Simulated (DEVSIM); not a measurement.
Device: n-channel Si planar bulk MOSFET with HfO2, at 400 K.

| Item | Result |
|---|---|
| Gate length | 65 nm |
| Source drain length | 52 nm |
| Dielectric thickness | 9.2 nm |
| Lateral straggle | 4.1 nm |
| Underlap | 0 nm |
| Junction depth | 24.5 nm |
| Substrate depth | 200 nm |
| Gate work function | 4.14 eV |
| Source and drain doping | 5.3e19 cm⁻³, Gaussian tails under the gate |
| Body doping | 1.3e18 cm⁻³ |
| Lifetime | 4e-7 s |
| Supply | 1.5 V |
| Halo peak | 2.6e18 cm⁻³ |

All mobilities are scaled by 0.1; velocity saturation, μ/(1 + (μE/vsat)^b)^(1/b) with b = 2 for electrons and 1 for holes and E the electric field along each mesh edge, is on. Mobility is constant in doping.

The device is made up for the run: typed textbook-type constants, with dimensions and the other settings drawn at random. Values at 300 K; Nc and Nv go as T^1.5, mobilities as T to minus their exponent, the gap by Varshni's rule with the affinity fixed.

Si: gap (eV) 1.124, affinity (eV) 4.05, permittivity 11.7, Nc (cm⁻³) 2.86e19, Nv (cm⁻³) 3.1e19, μn (cm²/Vs) 1417, μp (cm²/Vs) 470, T exponent of μn 2.3, T exponent of μp 2.2, vsat,n (cm/s) 1e7, vsat,p (cm/s) 8.4e6, Varshni α (eV/K) 0.000473, Varshni β (K) 636. HfO2: gap (eV) 5.7, affinity (eV) 2.5, permittivity 22.

DEVSIM, 2D drift-diffusion, Boltzmann statistics, complete ionisation; no quantum confinement, tunnelling, impact ionisation, self-heating, contact resistance or fringe fields beside the gate. Metal contacts follow the ideal Schottky-Mott rule: no Fermi-level pinning, no interface dipoles.

Transfer curves, |Id| in μA/μm:

```
Vg (V)  Vd = 0.05 V  Vd = 1.5 V
------  -----------  ----------
-0.45      4.747e-7    2.175e-6
-0.375     2.239e-6    1.072e-5
-0.3       1.089e-5    5.401e-5
-0.225     5.392e-5   0.0002757
-0.15     0.0002699    0.001417
-0.075     0.001359    0.007286
0          0.006835     0.03722
0.075       0.03406      0.1863
0.15         0.1647      0.8854
0.225        0.7335       3.715
0.3           2.667       12.34
0.375         6.975       30.78
0.45          13.30       60.45
0.525         20.59       100.5
0.6           28.15       149.3
0.675         35.67       205.6
0.75          43.02       268.0
0.825         50.14       335.6
0.9           57.02       407.6
0.975         63.64       483.4
1.05          70.02       562.5
1.125         76.16       644.5
1.2           82.06       729.0
1.275         87.75       815.7
1.35          93.23       904.4
1.425         98.51       994.9
1.5           103.6        1087
```

Problem. Work out the subthreshold swing at low drain bias from the rows at -0.15 and -0.075 V, and compare it with the thermal limit.

Solution. log10(0.001359/0.0002699) = 0.702 over 75.0 mV, so S = 107 mV/decade. The limit kT/q ln 10 is 79.4 mV/decade; the ratio is 1.35. This is the steepest step of the table.

Problem. Find both thresholds at the constant current 0.1 μA × (1 μm/L) a micrometre, and the DIBL.

Solution. The current is 1.54 μA/μm. Interpolating ln Id gives 0.268 V and 0.179 V; their difference over the 1.45 V of drain bias is 61 mV/V.

Source and drain are degenerate, where Boltzmann statistics are only rough. The electric field that drives the saturation includes the junctions' built-in field, which lowers the mobility there even at small currents: subthreshold currents come out too low, a known weakness of this choice.
